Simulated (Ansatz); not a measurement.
Terminations of the (111)B surface of zinc-blende ZnS (S plane on top), measured from the surface '2x2 with 2 H on 4 top atoms'. Atoms come from or go to: F: ½ F2(g), H: ½ H2(g), S: ⅛ S8(g), Si: silicon, Zn: hcp Zn. ΔE is the energy of forming the row's surface from that one (negative: more stable at these reservoirs); the vacuum level's shift is aligned on the shared bottom. No zero-point or thermal terms. These are constructed structures in small cells; real faces may alloy, dewet or reconstruct in larger ones, and not all known structures of the face are among them. Slabs of about 13 Å with all that they carry, Fermi-Dirac smearing of 0.025 eV. Bottom of the slabs: H caps. Relaxed from the named starts with such symmetry as they have, on meshes of like density; energies extrapolated to zero smearing; no spin-orbit coupling, no U. Spin-polarised runs, if any, are marked in brackets, and their order is one that fits the cell; the others ran without spin. Where a second, spin-polarised start was run, the lower counts. A dash marks a value that is undefined for that row (no clear gap, or no work function of a gapped slab) or was not read reliably on its mesh.

These are PBE (plane waves to 420 eV, PAW; Ansatz, an electronic-structure program) values and carry that method's errors.

```csv
surface,atoms added per 1x1,ΔE per 1x1 (eV),slab gap (eV),shift of the vacuum level (eV)
"2x2 S adatom at T1 [spin, 1.8 μB a cell]","-0.5 H, +0.25 S",?,–,0.68
2x2 Si adatom at T4,"-0.5 H, +0.25 Si",0.32,2.04,0.46
"Zn trimer, 2x2 (2 S–Zn bonds formed; like top atoms buckled by 0.9 Å)","-0.5 H, +0.75 Zn",0.36,1.15,-0.17
2x2 with 2 H on 4 top atoms,none,0.00,2.39,0.00
2x2 Si adatom at H3,"-0.5 H, +0.25 Si",0.35,?,0.40
2x2 with 2 F on 4 top atoms,"+0.5 F, -0.5 H",?,1.84,1.41
F on every top atom,"+1 F, -0.5 H",?,–,2.36
2x2 S vacancy,"-0.5 H, -0.25 S",0.47,2.13,1.25
```

Question: What belongs in the gaps?

Answer: 
- 2x2 S adatom at T1 [spin, 1.8 μB a cell], ΔE per 1x1 (eV): 0.64
- 2x2 Si adatom at H3, slab gap (eV): 1.33
- 2x2 with 2 F on 4 top atoms, ΔE per 1x1 (eV): -0.51
- F on every top atom, ΔE per 1x1 (eV): -0.54
